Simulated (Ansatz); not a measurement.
**PBE against r2SCAN: hypothetical cubic perovskite TlSnCl3, uniaxial strain ε_xx = +0.52 %**

Consider TlSnCl$_{3}$ in the cubic perovskite structure (space group Pm-3m, No. 221; a = 5.5778 Å; a hypothetical phase, not in the database extracts checked). Axes: x, y, z lie along the cube axes.

(Cell as relaxed with PBE.)

Levels (all Ansatz, a program for electronic structure, PAW): PBE (420 eV, spin-orbit coupling left out); r2SCAN (500 eV, spin-orbit coupling left out).

Each level relaxes its own structure.

```csv
base,PBE,r2SCAN
volume per atom,34.71 Å³,33.41 Å³
lattice parameter a,5.578 Å,5.508 Å
band gap,0.89 eV,0.69 eV
```

Perturbation: the cell is stretched by 0.52 % along x with no lateral relaxation, atoms relaxed at fixed cell.

```csv
quantity,PBE,r2SCAN
band gap,0.92 eV,(withheld)
shift of the gap caused by the change,+0.03 eV,(withheld)
```

**Question.** Given the PBE results, estimate those of r2SCAN.

**Answer.** 
- band gap, r2SCAN: 0.73 eV
- shift of the gap caused by the change, r2SCAN: +0.04 eV

PBE's band gap lies 0.197 eV above r2SCAN's. Neither level is exact; r2SCAN is the comparison here, not a measurement.

Spin-orbit coupling, missing from the scalar runs, can matter with Tl. Whether these cells are dynamically stable was not tested. Many cubic perovskites are stable only at high temperature; tilts and polar distortions were not tested.
